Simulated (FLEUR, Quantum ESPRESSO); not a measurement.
A FLEUR input for a self-consistent single point of AlAg2 (Cmcm, 6 atoms in the cell) (DFT, LDA (Perdew-Zunger), all-electron FLAPW (FLEUR), scalar-relativistic valence):

Input of the input generator:

```
AlAg2
&input film=f /
4.3805510000 -2.4845570000 0.0000000000
4.3805510000 2.4845570000 0.0000000000
0.0000000000 0.0000000000 4.6114520000
1.8897261246
1.0 1.0 1.0

6
13 0.8224700000 0.1775300000 0.7500000000
13 0.1775300000 0.8224700000 0.2500000000
47 0.4756600000 0.8463400000 0.7500000000
47 0.5243400000 0.1536600000 0.2500000000
47 0.8463400000 0.4756600000 0.2500000000
47 0.1536600000 0.5243400000 0.7500000000

&comp jspins=1 /
&exco xctyp='pz' /
&kpt div1=6 div2=6 div3=5 gamma=t /
&end /
```

```xml
<?xml version="1.0" encoding="UTF-8" standalone="no"?>
<fleurInput fleurInputVersion="0.39">
   <comment>
      AlAg2                                                                                               
   </comment>
   <calculationSetup>
      <cutoffs Kmax="4.1" Gmax="12.3" GmaxXC="12.3" numbands="0"/>
      <scfLoop itmax="100" minDistance="0.00001" maxIterBroyd="25" imix="Anderson" alpha="0.05" precondParam="0.0" spinf="2.0"/>
      <coreElectrons ctail="T" frcor="F" kcrel="0" coretail_lmax="0"/>
      <xcFunctional name="pz" relativisticCorrections="F"/>
      <magnetism jspins="1"/>
      <soc l_soc="F" theta="0.0" phi="0.0" spav="F"/>
      <expertModes spex="0" secvar="F"/>
      <geometryOptimization l_f="T" forcealpha="1.0" forcemix="BFGS" epsdisp="0.00001" epsforce="0.00001"/>
      <ldaU l_linMix="F" mixParam="0.05" spinf="1.0"/>
   </calculationSetup>
   <cell>
      <bzIntegration valenceElectrons="74.0" mode="hist" fermiSmearingEnergy="0.00367493">
         <kPointListSelection listName="default-1"/>
         <!-- k-points included here -->
         <xi:include xmlns:xi="http://www.w3.org/2001/XInclude" href="kpts.xml"> </xi:include>
      </bzIntegration>
      <!-- symmetry operations included here -->
      <xi:include xmlns:xi="http://www.w3.org/2001/XInclude" href="sym.xml"> </xi:include>
      <bulkLattice scale="1.0">
         <bravaisMatrix>
            <row-1>    8.2780416648426538    -4.6951322709578021     0.0000000000000000</row-1>
            <row-2>    8.2780416648426538     4.6951322709578021     0.0000000000000000</row-2>
            <row-3>    0.0000000000000000     0.0000000000000000     8.7143813167389190</row-3>
         </bravaisMatrix>
      </bulkLattice>
   </cell>
   <atomSpecies>
      <species name="Aluminum (Al)" element="Al" atomicNumber="13">
         <mtSphere radius="1.90" gridPoints="671" logIncrement="0.017"/>
         <atomicCutoffs lmax="8" lnonsphr="6"/>
         <electronConfig flipSpins="F">
            <coreConfig>(1s1/2) (2s1/2) (2p1/2) (2p3/2)</coreConfig>
            <valenceConfig>(3s1/2) (3p1/2) (3p3/2)</valenceConfig>
            <stateOccupation state="(3p1/2)" spinUp="0.1666666666667" spinDown="0.1666666666667"/>
            <stateOccupation state="(3p3/2)" spinUp="0.3333333333333" spinDown="0.3333333333333"/>
         </electronConfig>
         <energyParameters s="3" p="3" d="3" f="4"/>
      </species>
      <species name="Silver (Ag)" element="Ag" atomicNumber="47">
         <mtSphere radius="2.44" gridPoints="859" logIncrement="0.015"/>
         <atomicCutoffs lmax="10" lnonsphr="8"/>
         <electronConfig flipSpins="F">
            <coreConfig>(1s1/2) (2s1/2) (2p1/2) (2p3/2) (3s1/2) (3p1/2) (3p3/2) (4s1/2) (3d3/2) (3d5/2)</coreConfig>
            <valenceConfig>(4p1/2) (4p3/2) (5s1/2) (4d3/2) (4d5/2)</valenceConfig>
            <stateOccupation state="(5s1/2)" spinUp="0.5" spinDown="0.5"/>
         </electronConfig>
         <energyParameters s="5" p="5" d="4" f="4"/>
         <lo type="SCLO" l="1" n="4" eDeriv="0"/>
         <lo type="HELO" l="2" n="5" eDeriv="0"/>
      </species>
   </atomSpecies>
   <atomGroups>
      <atomGroup species="Aluminum (Al)">
         <relPos label="                   1">-.1775300000 .1775300000 -1.000/4.000</relPos>
         <relPos label="                   2">.1775300000 -.1775300000 1.000/4.000</relPos>
         <force calculate="T" relaxXYZ="TTT"/>
      </atomGroup>
      <atomGroup species="Silver (Ag)">
         <relPos label="                   3">.4756600000 -.1536600000 -1.000/4.000</relPos>
         <relPos label="                   4">-.4756600000 .1536600000 1.000/4.000</relPos>
         <relPos label="                   5">-.1536600000 .4756600000 1.000/4.000</relPos>
         <relPos label="                   6">.1536600000 -.4756600000 -1.000/4.000</relPos>
         <force calculate="T" relaxXYZ="TTT"/>
      </atomGroup>
   </atomGroups>
   <output dos="F" band="F" slice="F">
      <checks vchk="F" cdinf="F"/>
      <bandDOS minEnergy="-.5*Htr" maxEnergy="0.5*Htr" sigma="0.015" storeEVData="T"/>
      <vacuumDOS vacdos="F" integ="F" star="F" nstars="0" locx1="0.0" locy1="0.0" locx2="0.0" locy2="0.0" nstm="0" tworkf="0.0"/>
      <unfoldingBand unfoldBand="F" supercellX="1" supercellY="1" supercellZ="1"/>
      <plotting iplot="0" polar="F">
         <plot TwoD="T" vec1="  1.0  0.0  0.0" vec2="  0.0  1.0  0.0" vec3="  0.0  0.0  1.0" zero="  0.0  0.0  0.0" file="plot"/>
      </plotting>
      <chargeDensitySlicing numkpt="0" minEigenval="0.0" maxEigenval="0.0" nnne="0" pallst="F"/>
      <specialOutput eonly="F"/>
      <magneticCircularDichroism mcd="F" energyLo="-10.0" energyUp="0.0"/>
   </output>
  <!-- We include the file relax.xml here to enable relaxations (see documentation) -->
  <xi:include xmlns:xi="http://www.w3.org/2001/XInclude" href="relax.xml"> <xi:fallback/> </xi:include>
</fleurInput>
```

Problem. Translate this input to Quantum ESPRESSO.

Solution. One input that does it (others would too):

```fortran
&control
    calculation = 'scf'
    outdir = './out'
    pseudo_dir = './'
    tprnfor = .true.
    tstress = .true.
/
&system
    ibrav = 0
    nat = 6
    ntyp = 2
    ecutwfc = 40
    ecutrho = 320
    occupations = 'smearing'
    smearing = 'fd'
    degauss = 0.0073499
/
&electrons
    conv_thr = 1.0d-10
    mixing_beta = 0.3
/
ATOMIC_SPECIES
Al    26.9815  al_lda_v1.uspp.F.UPF
Ag   107.8682  ag_lda_v1.4.uspp.F.UPF
ATOMIC_POSITIONS angstrom
Al    4.38055100   -1.60239019    3.45858900
Al    4.38055100    1.60239019    1.15286300
Ag    5.79108842    0.92097559    3.45858900
Ag    2.97001358   -0.92097559    1.15286300
Ag    5.79108842   -0.92097559    1.15286300
Ag    2.97001358    0.92097559    3.45858900
K_POINTS automatic
6 6 5  0 0 0
CELL_PARAMETERS angstrom
   4.38055100    -2.48455700     0.00000000
   4.38055100     2.48455700     0.00000000
   0.00000000     0.00000000     4.61145200
```

Basis settings and potentials, where a program has them, do not carry over. This input uses DFT, LDA (PZ), plane waves, GBRV 1.5 ultrasoft (LDA) pseudopotentials. LDA parametrisations can differ slightly between programs.

The starting cell comes from a database of computed structures (which also holds hypothetical and non-ambient phases and stackings), without a prior relaxation at this level. Its lattice was rescaled by a random factor within 2.5 % of one.
